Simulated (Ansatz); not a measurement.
**TiSi2: pressure series**

The reference is TiSi2 (space group Cmcm, No. 63).

```
CELL_PARAMETERS angstrom
      1.77297    -6.78252     0.00000
      1.77297     6.78252     0.00000
      0.00000     0.00000     3.57969
ATOMIC_POSITIONS crystal
  Si 0.94084 0.05916 0.75000
  Si 0.05916 0.94084 0.25000
  Si 0.25028 0.74972 0.75000
  Si 0.74972 0.25028 0.25000
  Ti 0.60320 0.39680 0.75000
  Ti 0.39680 0.60320 0.25000
```

Cell and atoms are relaxed at each pressure.

Calculations: PBE (Ansatz, a program for electronic structure, PAW, without spin-orbit coupling), earlier PAW set.

Notes on the quantities. enthalpy: H = E + PV relative to the base's energy.

```json
[
 {"change": "base", "enthalpy": "–", "shortest interatomic distance": "2.404 Å"},
 {"change": "pressure −2 GPa", "enthalpy": "-0.18 eV/atom", "shortest interatomic distance": "2.410 Å"},
 {"change": "pressure −1 GPa", "enthalpy": "-0.09 eV/atom", "shortest interatomic distance": "2.407 Å"},
 {"change": "pressure 3 GPa", "enthalpy": "+0.27 eV/atom", "shortest interatomic distance": "2.396 Å"},
 {"change": "pressure 7 GPa", "enthalpy": "+0.61 eV/atom", "shortest interatomic distance": "2.385 Å"},
 {"change": "pressure 15 GPa", "enthalpy": "+1.28 eV/atom", "shortest interatomic distance": "2.368 Å"},
 {"change": "pressure 30 GPa", "enthalpy": "+2.45 eV/atom", "shortest interatomic distance": "2.341 Å"},
 {"change": "pressure 50 GPa", "enthalpy": "+3.91 eV/atom", "shortest interatomic distance": "2.313 Å"},
 {"change": "pressure 75 GPa", "enthalpy": "+5.61 eV/atom", "shortest interatomic distance": "2.284 Å"},
 {"change": "pressure 100 GPa", "enthalpy": "+7.21 eV/atom", "shortest interatomic distance": "___"}
]
```

Problem. Fill in the withheld entries from the trend.

Solution. 
- pressure 100 GPa, shortest interatomic distance: 2.261 Å

Load acts through the strain it causes; cell and atoms are relaxed under it. Stability against distortions was not tested. No other phases were tried under pressure. All final runs are without spin polarisation.
